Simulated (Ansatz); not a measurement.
Levels about the gap of amorphous Si₂₄O₄₈H₂ (74 atoms in a cell of 1188 Å³, 2.02 g/cm³; zone centre alone, so wide bands show as single levels with stretches between that a denser mesh fills), at the geometry that PBE relaxed, where it gives -2.2 GPa on a denser mesh. The participation number counts the atoms over which a state spreads; weights are charges in smoothed Voronoi cells. The levels come from a single point, so bond lengths are those of that geometry. Method of the levels: PBE, scalar-relativistic without spin-orbit coupling (Ansatz, a program for electronic structure). Sampling: the zone centre alone; Fermi-Dirac width 0.02 eV; no spin polarisation. The usual formal charges leave 2 electrons over, so the level spacing at the Fermi energy parts defect or band states and needn't be the band gap. At PBE the levels at the filled edge of the gap are localised (band-tail or defect states), and the nearest spread-out levels lie 5.3 eV apart at the zone centre.

The cell was made by melting and quenching with the CHGNet potential and then relaxed with DFT. O atoms were pushed apart under 1.9 Å during the dynamics, to hinder bonds among them. The hot cell started wider than the set density and was brought back towards it in steps. It is the lowest in DFT energy of 2 quenches. It is a model cell: composition and starting density were chosen by hand, and all elements were melted together. No dispersion term was used. Its density started from a set value of 2.02 and ended at 2.02 g/cm³. The simulated quench (nominally 390 K/ps over its main leg) is rapid and tends to freeze in more defects than a deposited or slowly cooled glass has. A cell of this size samples the disorder only roughly. The volume was held where the preparation left it and the shape relaxed, at a PBE pressure of -2.2 GPa (tension). Stress components on the final sampling reach 2.3 GPa.

| E - E(highest filled), eV | filling | participation number | largest on | weight O | weight Si | weight H |
|---|---|---|---|---|---|---|
| -1.68 | filled | 21.2 | O, 2 neighbours | 0.95 | 0.04 | 0.02 |
| -1.66 | filled | 13.3 | O, 2 neighbours | 0.96 | 0.03 | 0.00 |
| -1.54 | filled | 11.8 | O, 2 neighbours | 0.95 | 0.04 | 0.01 |
| -1.53 | filled | 9.8 | O, 2 neighbours | 0.95 | 0.04 | 0.00 |
| -1.50 | filled | 13.7 | O, 2 neighbours | 0.96 | 0.03 | 0.01 |
| -1.40 | filled | 9.8 | O, 2 neighbours | 0.96 | 0.04 | 0.00 |
| 0.00 | filled | 6.3 | Si, 4 neighbours | 0.47 | 0.53 | 0.00 |
| 3.58 | empty | 38.1 | H, 1 neighbours | 0.64 | 0.24 | 0.13 |
| 4.53 | empty | 11.4 | H, 1 neighbours | 0.50 | 0.23 | 0.27 |
| 4.82 | empty | 22.9 | Si, 5 neighbours | 0.52 | 0.46 | 0.01 |
| 5.08 | empty | 34.2 | Si, 5 neighbours | 0.58 | 0.40 | 0.02 |
| 5.26 | empty | 42.6 | O, 2 neighbours | 0.65 | 0.34 | 0.01 |
| 5.33 | empty | 42.2 | H, 1 neighbours | 0.66 | 0.25 | 0.09 |
| 5.53 | empty | 45.9 | O, 2 neighbours | 0.69 | 0.28 | 0.03 |

Most localised among these is the filled level at +0.00 eV, on a Si atom, which has 4 neighbours (O 1.70 Å, O 1.71 Å, O 1.72 Å, Si 2.52 Å).
